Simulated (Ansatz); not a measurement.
The reference is MgTe in the wurtzite structure (space group P6_3mc, No. 186; a = 4.561 Å, c = 7.413 Å).

Levels (all Ansatz, an electronic-structure program, PAW, earlier PAW set): PBEsol (420 eV, no spin-orbit coupling); HSE06 (420 eV, without spin-orbit coupling).

The geometry is relaxed with PBEsol.

```
Property          Result
---------------  -------
PBEsol band gap  2.39 eV
```

Problem. What does HSE06 give at this geometry for the band gap?

Solution. The band gap increases by 0.98 eV (2.39 eV → 3.37 eV).

Single points use the geometry relaxed with PBEsol. With Te present, leaving out spin-orbit coupling can change the band edges. Whether these cells are dynamically stable was not tested.
